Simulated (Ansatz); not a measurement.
Band structure of PtBr2 (Fm-3m, 3 atoms in the cell).

```
PtBr2
1.0
    0.00000     2.97195     2.97195
    2.97195     0.00000     2.97195
    2.97195     2.97195     0.00000
Pt Br
1 2
Direct
  0.00000   0.00000   0.00000
  0.25000   0.25000   0.25000
  0.75000   0.75000   0.75000
```

Level of theory: PBE (plane waves, PAW; Ansatz, an electronic-structure program).

Settings: basis.ecutwfc = 420 eV; kpoints.mp_grid.grid = 8 8 8; hamiltonian.xc = pbe; hamiltonian.pseudopotentials = {kind: paw} (the program's default PAW files); scf.occupations.method = cold; scf.occupations.width = 0.136 eV; kpoints.band_path.npoints = 16.

The starting cell was generated: these elements placed on a structure prototype, without a prior relaxation; it need not be a known phase or ordering of this composition. Its lattice was rescaled by a random factor within 2.5 % of one. Spin-orbit coupling is off. Spin polarisation is off.

Levels in eV from the Fermi level, bands 13 to 19:
```json
[
 {"point": "Γ", "13": "-2.83", "14": "-2.83", "15": "0.21", "16": "0.21", "17": "0.21", "18": "1.83", "19": "3.15"},
 {"point": "X", "13": "-3.57", "14": "-2.55", "15": "-1.13", "16": "0.51", "17": "0.51", "18": "2.13", "19": "6.42"},
 {"point": "W", "13": "-3.08", "14": "-1.81", "15": "-1.81", "16": "-1.50", "17": "0.94", "18": "2.96", "19": "5.15"},
 {"point": "K", "13": "-3.39", "14": "-2.18", "15": "-2.14", "16": "-0.07", "17": "0.14", "18": "2.70", "19": "6.29"},
 {"point": "L", "13": "-3.87", "14": "-3.87", "15": "-2.52", "16": "0.17", "17": "0.17", "18": "4.59", "19": "5.89"},
 {"point": "U", "13": "-3.39", "14": "-2.18", "15": "-2.14", "16": "-0.07", "17": "0.14", "18": "2.70", "19": "6.29"}
]
```

Bands cross the Fermi level along this path, so the cell is metallic at this level.

Keys are those of Ansatz 0.2.
